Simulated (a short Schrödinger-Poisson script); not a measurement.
System: MOS inversion layer, Si3N4 on p-type Si(100), at 300 K.

From the gate side: 5 nm Si3N4; 1000 nm Si, acceptors 1.7e17 cm⁻³.

The device is made up for the run: typed textbook-type constants, with dimensions and the other settings drawn at random. Si3N4: permittivity 7.5, conduction-band edge (eV) 1.95, gap (eV) 5.1, electron mass (mₑ) 0.5. Si: permittivity 11.7, conduction-band edge (eV) 0, gap (eV) 1.124, Nv at 300 K (cm⁻³) 3.1e19.

Channel valleys (confinement mass, in-plane density-of-states mass, number): Δ2 0.916, 0.19, 2; Δ4 0.19, 0.417, 4. At the gate the conduction-band edge of layer 1 lies 2.23 eV − eVg above the Fermi level of the channel; the field vanishes at the back. Gaps are held at their typed values at every temperature. Mesh 0.03 nm at interfaces.

From a short Schrödinger-Poisson script (our own, NumPy): 1D Poisson equation in equilibrium, electrons quantum, Hartree (BenDaniel-Duke, 12 states a valley, the channel's in-plane mass for all, wave functions free to enter the dielectric), parabolic valleys, classical holes, full ionisation, no traps, pinning or gate leakage.

```csv
Vg (V),electrons (cm⁻²),C (μF/cm²),Δ2 E0 (meV from the Fermi level),Δ4 E0 (meV from the Fermi level)
0.3,4.37e9,0.140,201.1,234.2
0.4,8.76e10,0.413,122.4,157.0
0.5,4.49e11,0.796,78.4,115.2
0.6,9.87e11,0.946,55.9,95.4
0.7,1.60e12,1.01,41.3,83.5
0.8,2.24e12,1.05,30.5,75.1
0.9,2.90e12,1.08,21.8,68.8
1,3.58e12,1.10,14.4,63.6
1.1,4.27e12,1.12,7.9,59.2
1.2,4.97e12,1.13,2.2,55.4
1.3,5.68e12,1.14,-3.1,52.1
1.4,6.39e12,1.15,-8.0,49.0
1.5,7.11e12,1.15,-12.5,46.2
1.6,7.83e12,1.16,-16.8,43.6
1.7,8.56e12,1.16,-20.9,41.2
1.8,9.28e12,1.17,-24.7,38.9
1.9,1.00e13,1.17,-28.4,36.8
```

Gate voltages with under 1e9 electrons/cm² are left out.

Question: At Vg = 1.9 V the lowest Δ2 subband lies at -28.4 meV from the Fermi level. How many electrons does it hold, and what share of all?

Answer: The two-dimensional density of states is g m/(πħ²) = 1.59e11 cm⁻² meV⁻¹ (both spins), kT = 25.9 meV, so n = D kT ln(1 + exp(−E/kT)) = 5.69e12 cm⁻², 0.57 of the 1.00e13 cm⁻² in all.

Question: Compare the slope of the sheet density between 1.7 and 1.9 V with the geometric capacitance of the layers between gate and channel.

Answer: q Δn/ΔV = 1.15 μF/cm²; ε0/Σ(t/ε) = 1.33 μF/cm². The ratio is 0.87: the channel acts as a further capacitance in series.
